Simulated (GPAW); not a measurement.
Input and output of a self-consistent single point for AlNi (Pm-3m, 2 atoms in the cell) (GPAW).

Level of theory: LDA (Perdew-Wang 92), GPAW PAW datasets LDA (gpaw-data 1.0.1) (plane waves; GPAW).

```
CELL_PARAMETERS angstrom
      2.82139     0.00000     0.00000
      0.00000     2.82139     0.00000
      0.00000     0.00000     2.82139
ATOMIC_POSITIONS crystal
  Al 0.50000 0.50000 0.50000
  Ni 0.00000 0.00000 0.00000
```

Reference input (self-consistent single point, DFT PBE, plane waves, GPAW PAW datasets PBE (gpaw-data 1.0.1)): mode = pw; ecut = 850 eV; xc = PBE; kpts = 9 9 9; mesh shift (steps) = 0 0 0; occupations.name = methfessel-paxton; occupations.width = 0.272 eV; occupations.order = 0; nbands = -8; convergence.forces = 0.001 eV/Å; symmetry.symmorphic = false; symmetry.tolerance = 0.0005. This run's input differs from it in these lines:

```diff
@@ -13,3 +13,3 @@
 calc = GPAW(mode=PW(850),
-            xc='PBE',
+            xc='LDA',
             kpts=(9, 9, 9),
```

Its files differ too (potentials: GPAW PAW datasets LDA (gpaw-data 1.0.1)).

Log, with long lists cut:

```
     iter     time        total  log10-change:
                         energy   eigst   dens  force
iter:   1 --:--:--   -14.175479
iter:   2 --:--:--   -14.091844   -0.43  -1.47
iter:   3 --:--:--   -13.997993   -1.16  -1.52
iter:   4 --:--:--   -14.115332   -1.76  -1.58
iter:   5 --:--:--   -14.027405   -2.75  -1.73
iter:   6 --:--:--   -14.050605   -3.39  -2.03
iter:   7 --:--:--   -14.017088   -2.92  -2.02
iter:   8 --:--:--   -14.017081   -4.83  -3.51
iter:   9 --:--:--   -14.017082c  -6.24  -3.96
iter:  10 --:--:--   -14.017077c  -6.93  -4.08c
iter:  11 --:--:--   -14.017076c  -6.89  -4.00
iter:  12 --:--:--   -14.017076c  -8.44c -4.44c
iter:  13 --:--:--   -14.017077c  -7.96c -4.50c -23.80c
Converged after 13 iterations.

Dipole moment: (-0.000000, -0.000000, -0.000000) |e|*Ang

Energy contributions relative to reference atoms: (reference = -47879.017177)

Kinetic:        +16.455155
Potential:      -10.475558
External:        +0.000000
XC:             -20.038680
Entropy (-ST):   -0.029306
Local:           +0.056660
SIC:             +0.000000
--------------------------
Free energy:    -14.031730
Extrapolated:   -14.017077

Showing only first 2 kpts
 Kpt  Band  Eigenvalues  Occupancy
  0     7      7.80777    2.00000
  0     8      7.80777    2.00000
  0     9     15.18798    0.00000
  0    10     15.18798    0.00000

  1     7      7.70100    2.00000
  1     8      7.81994    2.00000
  1     9     13.31050    0.00000
  1    10     15.50237    0.00000

Fermi level: 9.52513

No gap
No difference between direct/indirect transitions
Energy (eV): -14.017077

Forces in eV/Ang:
  0 Al    0.00000    0.00000    0.00000
  1 Ni    0.00000    0.00000    0.00000

Stress tensor:
    -0.021333     0.000000     0.000000
     0.000000    -0.021333     0.000000
     0.000000     0.000000    -0.021333
Stress (GPa, Voigt): [-3.4179 -3.4179 -3.4179  0.      0.      0.    ]
```

The run converged in 13 iterations. GPAW prints stress with tension positive. Against the reference run the pressure goes from 15.50 to 3.42 GPa.

The starting cell comes from a database of computed structures (which also holds hypothetical and non-ambient phases and stackings), without a prior relaxation at this level. Its lattice was rescaled by a random factor within 2.5 % of one. Spin polarisation is off. With a pressure of about 3 GPa the cell is away from its equilibrium volume at this level.
